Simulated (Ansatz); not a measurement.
# Response to strain in Ti

Start from Ti in the hcp (Mg type) structure (space group P6_3/mmc, No. 194; relaxed with 0.1 eV smearing).

```
Ti
1.0
    2.93639     0.00000     0.00000
   -1.46820     2.54299     0.00000
    0.00000     0.00000     4.64022
Ti
2
Direct
  0.66667   0.33333   0.75000
  0.33333   0.66667   0.25000
```

Cartesian axes are those of the cell as printed.

Strains are applied to the cell and any free atomic positions relax.

Computed with r2SCAN, PAW, 500 eV (Ansatz, a first-principles code; without spin-orbit coupling).

Notes on the quantities. pressure: mean of the normal stresses, compression positive.

```csv
case,pressure,shortest interatomic distance
base,0.0 GPa,2.874 Å
uniaxial strain ε_xx = +0.50 %,-0.6 GPa,2.874 Å
uniaxial strain ε_xx = +1.00 %,-1.1 GPa,2.875 Å
uniaxial strain ε_xx = +1.50 %,-1.7 GPa,2.876 Å
uniaxial strain ε_xx = +2.00 %,…,…
uniaxial strain ε_xx = +2.50 %,-2.8 GPa,2.879 Å
uniaxial strain ε_xx = +3.00 %,-3.3 GPa,2.880 Å
```

Some entries are withheld; estimate them.


- uniaxial strain ε_xx = +2.00 %, pressure: -2.2 GPa
- uniaxial strain ε_xx = +2.00 %, shortest interatomic distance: 2.878 Å

Whether these cells are dynamically stable was not tested. All final runs are without spin polarisation.
